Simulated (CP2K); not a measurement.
Band structure of SiGe (P6_3mc, 4 atoms in the cell).

```
CELL_PARAMETERS angstrom
      3.90445     0.00000     0.00000
     -1.95223     3.38135     0.00000
      0.00000     0.00000     6.45078
ATOMIC_POSITIONS crystal
  Si 0.66667 0.33333 0.87461
  Si 0.33333 0.66667 0.37461
  Ge 0.66667 0.33333 0.50039
  Ge 0.33333 0.66667 0.00039
```

Computed with PBEsol, GPW, DZVP-MOLOPT-SR-GTH basis, GTH-PBE potentials (GTH_POTENTIALS) (CP2K).

Settings: CUTOFF = 400 Ry; REL_CUTOFF = 60 Ry; SMEAR/METHOD = FERMI_DIRAC; ELECTRONIC_TEMPERATURE = 232.09 K; KPOINTS/SCHEME = MONKHORST-PACK 10 10 5; GAMMA_CENTERED = T; XC_FUNCTIONAL = PBE:PBESOL; Si/BASIS_SET = DZVP-MOLOPT-SR-GTH-q4; Si/POTENTIAL = GTH-PBE-q4; Ge/BASIS_SET = DZVP-MOLOPT-SR-GTH-q4; Ge/POTENTIAL = GTH-PBE-q4; METHOD = GPW; EPS_DEFAULT = 1e-10; EXTRAPOLATION = USE_GUESS.

The starting cell comes from a database of computed structures (which also holds hypothetical and non-ambient phases and stackings), without a prior relaxation at this level. Values carry the incompleteness of an atom-centred basis. The potentials were made for another functional than the one used.

Predict the gap along the standard path and the places of the band edges.

The gap along the path is 0.33 eV, from Γ to M; the smallest direct gap on it is 0.43 eV.

Levels in eV from the top of the valence band on the SCF mesh, bands 5 to 9:
| point | 5 | 6 | 7 | 8 | 9 |
|---|---|---|---|---|---|
| Γ | -1.59 | -0.32 | 0.00 | 0.00 | 0.43 |
| M | -4.82 | -3.19 | -3.07 | -1.53 | 0.33 |
| K | -5.31 | -3.69 | -3.69 | -3.44 | 0.93 |
| A | -0.97 | -0.97 | -0.97 | -0.97 | 1.24 |
| L | -2.62 | -2.62 | -2.54 | -2.54 | 0.62 |
| H | -4.59 | -4.59 | -2.11 | -2.11 | 1.34 |

Higher empty bands are left out: an atom-centred basis made for the valence describes them poorly.
